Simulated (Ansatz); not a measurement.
Mo: stress against strain

Mo (bcc, Im-3m, 15.642 Å³/atom at rest, cube axes along x, y and z) under a strain ε along a cube axis (axis z), the other axes held. r2SCAN in Ansatz, a plane-wave DFT program (PAW, default set), 500 eV, 29×29×29 Γ-centred mesh, Fermi-Dirac smearing 0.10 eV; ions are relaxed within the symmetry of each cell. Stress is positive for a compressed cell.

Here s stands for strain and y for stress zz.

```csv
strain (%),stress zz (GPa)
-1.50,7.72
-1.00,5.07
-0.50,2.49
0.00,0.00
0.50,-2.41
1.00,-4.75
1.50,-7.01
3.00,?
```

The 7 complete rows are fitted with a straight line, y against s. Means: s 0, y 0.159. About the means, the sum of products is -34.365 and the sum of squares of s is 7.0000; the slope is their ratio. Least squares gives y = 0.159 - 4.9093·s. Residuals (row less fit): 0.197, 0.002, -0.124, -0.159, -0.114, 0.000, 0.195; standard error 0.162 (degrees of freedom: 5). The slope gives the elastic constant C11 = 491 ± 6 GPa.

**Question.** Predict the withheld y at s = 3.00 from the fit, and compare with the calculation.

**Answer.** y = 0.159 - 4.9093 × 3.0 = -14.569 GPa. The calculation gives -13.35 GPa, 1.219 GPa above the prediction (5.8 % of the range of y in the table). The row lies outside the fitted rows, so this is an extrapolation. From the scatter of the fitted rows alone, a prediction at this place has a standard error of 0.252 GPa, so the miss is 4.8 times that.

One order more, fitted to all 13 runs of the series, follows each within 0.01, so the miss is the next term of a smooth law. In a metal these values are sensitive to mesh and smearing; energies are taken to zero smearing, stresses follow the free energy. Rows are the converged runs of the series near zero and its far end; series whose fitted rows scatter by over a few per cent of the range, as at a crossing or softening among them, aren't shown in this form. Most that stay on the fit to the last digits aren't either.
